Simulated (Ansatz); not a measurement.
Fermi-surface figures of metals: Os (P6_3/mmc) under several functionals (Ansatz, a first-principles code, without spin-orbit coupling). The PBE cell:

Os is modelled in the hexagonal space group P6₃/mmc (No. 194), the hcp (Mg type) structure, Pearson symbol hP2. Lattice parameters: a = b = 2.751 Å, c = 4.355 Å, α = β = 90.00°, γ = 120.00°. Os on 2c is coordinated by 12 Os at 2.695–2.751 Å (anticuboctahedral). (Neighbours: up to the widest gap in distance over summed covalent radii, below 1.35, at either atom.)

```csv
Functional,cell relaxed with,volume (Å³/atom),density of states at the Fermi level per atom,Drude plasma energy,root-mean-square Fermi velocity,resistivity times mean free path
PBE,PBE,14.28,0.62 states/eV,8.3 eV,7.9 ×10⁵ m/s,5.9 ×10⁻¹⁶ Ω·m²
PBEsol,PBEsol,13.89,0.59 states/eV,8.6 eV,8.2 ×10⁵ m/s,5.7 ×10⁻¹⁶ Ω·m²
r2SCAN,PBEsol,13.89,?,?,?,?
```

Question: Given the cheaper levels, estimate the r2SCAN row.

Answer: 
- r2SCAN, density of states at the Fermi level per atom: 0.57 states/eV
- r2SCAN, Drude plasma energy: 8.7 eV
- r2SCAN, root-mean-square Fermi velocity: 8.4 ×10⁵ m/s
- r2SCAN, resistivity times mean free path: 5.8 ×10⁻¹⁶ Ω·m²

For the density of states at the Fermi level per atom, PBE gives 0.62 states/eV and r2SCAN 0.57 states/eV: PBE lies 9 % above.

Metals at this level; values at 300 K, both spins, means over directions. As a rough test of the mesh, the Fermi surface's area from every second k point differs by up to 3 %. The product of resistivity and mean free path takes one path for all states. Spin-orbit coupling is left out.
